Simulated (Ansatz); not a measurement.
**Effect of pressure −2 GPa on TaAs**

Take TaAs (space group I4_1md, No. 109; a = 3.463 Å, c = 11.733 Å) as the base.

Modification: a negative pressure, −2 GPa.

Computed with PBE/PAW in Ansatz (a program for electronic structure), no spin-orbit coupling. Γ-centred 19×19×19 mesh, Fermi–Dirac width 0.05 eV.

| quantity | base | changed | shift |
|---|---|---|---|
| density | 12.08 g/cm³ | 11.94 g/cm³ | -0.14 g/cm³ |
| lattice parameter a | 3.463 Å | 3.474 Å | +0.011 Å |
| c/a ratio | 3.388 | 3.395 | +0.007 |
| enthalpy H = E + PV relative to the base's energy | – | -0.22 eV/atom | – |
| band gap | zero | zero | – |

Final structure:

```yaml
crystal:
  lattice:
    - [-1.73715, 1.73715, 5.89775]
    - [1.73715, -1.73715, 5.89775]
    - [1.73715, 1.73715, -5.89775]
  atoms:
    - { symbol: Ta, position: [0.99920, 0.99920, 0.00000] }
    - { symbol: Ta, position: [0.74920, 0.24920, 0.50000] }
    - { symbol: As, position: [0.41680, 0.41680, 0.00000] }
    - { symbol: As, position: [0.16680, 0.66680, 0.50000] }
```

Spin-orbit coupling, missing from the scalar runs, can matter with Ta. Load acts through the strain it causes; cell and atoms are relaxed under it. Whether these cells are dynamically stable was not tested. All final runs are without spin polarisation. The zero or small gap of TaAs can change with the level of theory.
